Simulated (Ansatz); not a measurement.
Take BP in the zinc blende structure (space group F-43m, No. 216) as the base.

```xyz
2
Lattice="0.0000 2.2453 2.2453 2.2453 0.0000 2.2453 2.2453 2.2453 0.0000" Properties=species:S:1:pos:R:3 pbc="T T T"
B      0.0000     0.0000     0.0000
P      1.1226     1.1226     1.1226
```

Cartesian axes are those of the cell as printed.

All numbers come from Kohn–Sham DFT with the LDA functional, run in Ansatz (a first-principles code) with PAW and 420 eV plane waves, scalar-relativistic without spin-orbit coupling.

Modification: an isotropic linear strain of −3.00 %, atoms relaxed at fixed cell.

Problem. Predict the stress tensor and what it implies for the stiffness.

Solution. Stress of the strained cell less that of the base (GPa, compression positive):
```
  19.03    0.00    0.00
   0.00   19.03    0.00
   0.00    0.00   19.03
```

Then B = −ΔP/(ΔV/V₀) with ΔV/V₀ = -0.0873 gives secant stiffness values (nonlinear terms included at this strain): B ≈ 218 GPa.

As a check, the harmonic strain energy −½ V₀ Δσ:ε is 60 meV/atom; the computed energy rise is 55 meV/atom.

Stability against distortions was not tested.
